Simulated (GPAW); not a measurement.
GPAW run on Nb (Im-3m, 1 atom in the cell): self-consistent single point.

Method: LDA (Perdew-Wang 92), GPAW PAW datasets LDA (gpaw-data 1.0.1) (plane waves; GPAW).

```
CELL_PARAMETERS angstrom
     -1.68370     1.68370     1.68370
      1.68370    -1.68370     1.68370
      1.68370     1.68370    -1.68370
ATOMIC_POSITIONS crystal
  Nb 0.00000 0.00000 0.00000
```

Reference input (self-consistent single point, DFT PBE, plane waves, GPAW PAW datasets PBE (gpaw-data 1.0.1)): mode = pw; ecut = 550 eV; xc = PBE; kpts = 11 11 11; mesh shift (steps) = 0 0 0; occupations.name = fermi-dirac; occupations.width = 0.1 eV; nbands = -7; convergence.density = 1e-05 e/electron; symmetry.symmorphic = false; symmetry.tolerance = 0.0005; maxiter = 100. This run's input differs from it in these lines:

```diff
@@ -12,3 +12,3 @@
 calc = GPAW(mode={'name': 'pw', 'ecut': 550},
-            xc='PBE',
+            xc='LDA',
             kpts=(11, 11, 11),
```

Its files differ too (potentials: GPAW PAW datasets LDA (gpaw-data 1.0.1)).

Log, with long lists cut:

```
     iter     time        total  log10-change:
                         energy   eigst   dens
iter:   1 --:--:--   -12.024206
iter:   2 --:--:--   -11.912712   -1.63  -1.12
iter:   3 --:--:--   -11.358553   -0.96  -1.15
iter:   4 --:--:--   -11.360473   -2.83  -1.93
iter:   5 --:--:--   -11.333321   -2.13  -1.92
iter:   6 --:--:--   -11.325057   -3.35  -2.04
iter:   7 --:--:--   -11.324879   -5.04  -2.91
iter:   8 --:--:--   -11.324387c  -4.31  -3.00
iter:   9 --:--:--   -11.324389c  -6.63  -3.95
iter:  10 --:--:--   -11.324399c  -6.35  -4.06
iter:  11 --:--:--   -11.324396c  -7.96c -4.35
iter:  12 --:--:--   -11.324394c  -7.83c -4.73
iter:  13 --:--:--   -11.324394c  -9.36c -5.90c
Converged after 13 iterations.

Dipole moment: (-0.000000, 0.000000, 0.000000) |e|*Ang

Energy contributions relative to reference atoms: (reference = -103795.530058)

Kinetic:         -7.079198
Potential:       +1.567464
External:        +0.000000
XC:              -5.755443
Entropy (-ST):   -0.054879
Local:           -0.029777
SIC:             +0.000000
--------------------------
Free energy:    -11.351833
Extrapolated:   -11.324394

Showing only first 2 kpts
 Kpt  Band  Eigenvalues  Occupancy
  0     4      4.47608    2.00000
  0     5     10.63371    0.05128
  0     6     10.63371    0.05128
  0     7     10.63371    0.05128

  1     4      4.79072    2.00000
  1     5     10.44766    0.28930
  1     6     10.58348    0.08334
  1     7     10.93551    0.00257

Fermi level: 10.26994

No gap
No difference between direct/indirect transitions
Energy (eV): -11.324394

Forces in eV/Ang:
  0 Nb    0.00000    0.00000    0.00000

Stress tensor:
     0.107670     0.000000     0.000000
     0.000000     0.107670    -0.000000
     0.000000    -0.000000     0.107670
Stress (GPa, Voigt): [17.2506 17.2506 17.2506 -0.      0.      0.    ]
```

The run converged in 13 iterations. GPAW prints stress with tension positive. Against the reference run the pressure goes from -8.13 to -17.25 GPa.

The starting cell comes from a database of computed structures (which also holds hypothetical and non-ambient phases and stackings), without a prior relaxation at this level. Its lattice was rescaled by a random factor within 2.5 % of one. Spin polarisation is off. With a pressure of about -17 GPa the cell is away from its equilibrium volume at this level.
